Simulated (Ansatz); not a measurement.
## Pressure series in ZnCu2SnS4

The parent structure is ZnCu2SnS4 (space group I-4, No. 82; a = 5.317 Å, c = 10.643 Å).

Cell and atoms are relaxed at each pressure.

Computed with Ansatz (a first-principles code) LDA, without spin-orbit coupling.

Candidates:
(a) pressure 2.1 GPa
(b) pressure 30 GPa
(c) pressure 9 GPa
(d) pressure 0.9 GPa

For the base:

| Quantity | Value |
|---|---|
| Band gap | 0.14 eV |

Q: Order them by band gap, highest first.

A: (b) pressure 30 GPa (0.76 eV), (c) pressure 9 GPa (0.38 eV), (a) pressure 2.1 GPa (0.21 eV), (d) pressure 0.9 GPa (0.17 eV)

Load acts through the strain it causes; cell and atoms are relaxed under it. Whether these cells are dynamically stable was not tested. Competing high-pressure phases were not computed. The final runs are not spin-polarised. The zero or small gap of ZnCu2SnS4 can change with the level of theory.
